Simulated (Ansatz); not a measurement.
An Ansatz (a first-principles code) input (PBE, PAW, 420 eV (Ansatz; no spin-orbit coupling)):

Ansatz 0.2 input:
```yaml
crystal:
  lattice:
    - [0, 3.4356572555, 3.4356572555]
    - [3.4356572555, 0, 3.4356572555]
    - [3.4356572555, 3.4356572555, 0]
  atoms:
    - { symbol: Mg, position: [0.75, 0.75, 0.75] }
    - { symbol: Mg, position: [0.5, 0.5, 0.5] }
basis: { ecutwfc: 420, ecutrho_ratio: 4, xc_grid: 2, fft_grid_basis: typed }
kpoints: { mp_grid: { grid: [12, 12, 12] } }
hamiltonian:
  xc: pbe
  dispersion: none
  pseudopotentials: { kind: paw }
scf: { occupations: { method: fermi_dirac, width: 0.05 }, convergence: { dr2_threshold: 0.0000000002 } }
output: { forces: true, stress: true }
checkpoint: { write: state.ck, write_every: 1000 }
```

### Question
Which symmetry and how many k-points will the program report, and about how many plane waves at Γ?

### Answer
Space group Fd-3m (ITA 227) with 48 operations, k-points 72 of 1728, and 1591 plane waves at Γ.

No phonon test of stability was made. The cell is Mg in the diamond structure (space group Fd-3m, No. 227; a hypothetical phase, not in the database extracts checked).
